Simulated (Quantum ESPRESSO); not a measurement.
Parameter sweep on Zn₃Cd (I4/mmm, 4 atoms in the cell)

```xyz
4
Lattice="2.0585 -2.0585 4.1036 2.0585 2.0585 4.1036 -2.0585 -2.0585 4.1036" Properties=species:S:1:pos:R:3 pbc="T T T"
Zn    -2.0585     0.0000     2.0518
Zn     0.0000     2.0585     2.0518
Zn     0.0000     0.0000     4.1036
Cd     0.0000     0.0000     0.0000
```

Base run A: PBEsol, GBRV 1.5 ultrasoft (PBESOL) pseudopotentials (Quantum ESPRESSO), self-consistent single point.

Its settings: ecutwfc = 50 Ry; ecutrho = 250 Ry; occupations = smearing; smearing = methfessel-paxton; degauss = 0.0073499 Ry; potentials = {Zn: zn_pbesol_v1.uspp.F.UPF, Cd: cd_pbesol_v1.uspp.F.UPF}; K_POINTS = automatic 7 7 7 0 0 0; conv_thr = 1e-10 Ry; mixing_beta = 0.5.

The starting cell comes from a database of computed structures (which also holds hypothetical and non-ambient phases and stackings), without a prior relaxation at this level. Its lattice was rescaled by a random factor within 2.5 % of one. In the base run, with a pressure of about -6 GPa the cell is away from its equilibrium volume at this level.

A dash stands where there is no value to compare (another energy zero or no entropy term, no result, no spin, no clean gap, or a mesh too coarse for one). 

```tsv
run	change	pressure (GPa)	dispersion energy (eV/atom)
A	base	-5.71	–
B	vdw_corr: default → grimme-d3; dftd3_version: default → 3; dftd3_threebody: default → false [PBEsol-D3(0)]	-8.05	-0.260
C	vdw_corr: default → grimme-d3; dftd3_version: default → 4; dftd3_threebody: default → false [PBEsol-D3(BJ)]	-9.12	-0.359
D	vdw_corr: default → grimme-d3; dftd3_version: default → 4; dftd3_threebody: default → true [PBEsol-D3(BJ) with three-body term]	-8.52	-0.326
```

Run C against A: The pressure goes from -5.71 to -9.12 GPa.

Run B against A: The pressure goes from -5.71 to -8.05 GPa.

Left out of this page: 1 run of the series held back from this collection.
